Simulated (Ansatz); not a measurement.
For stishovite (SiO2), rVV10 (Ansatz, a quantum-chemistry and plane-wave program, plane waves, PAW) gives:

* **lattice constant a**: 4.241 Å
* **c axis length**: 2.704 Å
* **cohesive energy**: 6.25 eV/atom
* **formation enthalpy**: -2.733 eV/atom

Task: What does HSE06 in Ansatz (plane waves, PAW) give for the same quantities?

Result: 
- lattice constant a: 4.180 Å (decreases by 1.4 %)
- lattice parameter c: 2.662 Å (shrinks by 1.6 %)
- cohesive energy: 6.10 eV/atom (decreases by 0.15 eV/atom)
- formation enthalpy: -2.756 eV/atom (moves by -0.023 eV/atom)

For comparison: lattice constant a 4.179 Å (measured, room temperature, no zero-point or thermal correction; as tabulated in Hiroi (2015), arXiv:1503.02262); lattice parameter c 2.665 Å (measured, room temperature, not corrected to a static lattice; as tabulated in Hiroi (2015), arXiv:1503.02262); formation enthalpy -3.029 eV/atom (measured, 298 K, copied from a table, unchecked, no zero-point or thermal correction; as tabulated in Holland et al. (2018), doi:10.1093/petrology/egy048).

Changes are worked out from the printed values.

Unless a cell is named, each level is at its own relaxed cell (rVV10 8.11, HSE06 7.75 Å³/atom).

Ansatz's density-functional and Hartree–Fock values are scalar-relativistic unless marked +SOC, with PAW data made under PBE.
